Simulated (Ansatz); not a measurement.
Take Cu in the fcc (Cu type) structure (space group Fm-3m, No. 225; a = 3.5790 Å; relaxed with 0.1 eV smearing) as the base. Axes: x, y, z lie along the cube axes.

All numbers come from r2SCAN (Ansatz, a program for electronic structure; PAW; 500 eV plane waves; no spin-orbit coupling), earlier PAW set.

For the base:

| Item | Value |
|---|---|
| Pressure | 0.0 GPa |
| Shortest interatomic distance | 253.1 pm |

It is then changed as follows: the symmetric strain tensor [-0.0007 -0.0003 -0.0082; -0.0003 0.0062 -0.0042; -0.0082 -0.0042 -0.0074]; the atoms relax in the strained cell.

### Question
What does the calculation give for the energy relative to the base, pressure and shortest interatomic distance after the change?

### Answer
The energy grows by 1.4 meV/atom; the pressure (mean of the normal stresses, compression positive) goes from zero to 0.4 GPa; the shortest interatomic distance falls by 3.1 pm (253.1 pm → 250.0 pm).

Whether these cells are dynamically stable was not tested. The final runs are not spin-polarised.
